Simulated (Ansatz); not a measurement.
Take Ta in the bcc (W type) structure (space group Im-3m, No. 229; relaxed with 0.1 eV smearing) as the base.

```
Ta
1.0
   -1.65304     1.65304     1.65304
    1.65304    -1.65304     1.65304
    1.65304     1.65304    -1.65304
Ta
1
Direct
  0.00000   0.00000   0.00000
```

Cartesian axes are those of the cell as printed.

Calculations: DFT with r2SCAN, PAW potentials and a 500 eV plane-wave cutoff in Ansatz (an electronic-structure program), without spin-orbit coupling.

Before the change:

```
Item                            Result
-----------------------------  -------
Shortest interatomic distance  2.863 Å
```

Perturbation: biaxial strain +2.50 %, plane normal [001], relaxed out of plane (Cartesian); in-plane vectors clamped, the third vector and the atoms free.

Question: What happens to the energy relative to the base, shortest interatomic distance and in-plane stress?

Answer: The energy goes up by 15 meV/atom; the shortest interatomic distance grows by 0.020 Å to 2.883 Å; the mean in-plane stress (compression positive) comes out as -5.0 GPa.

Whether these cells are dynamically stable was not tested. All final runs are without spin polarisation.
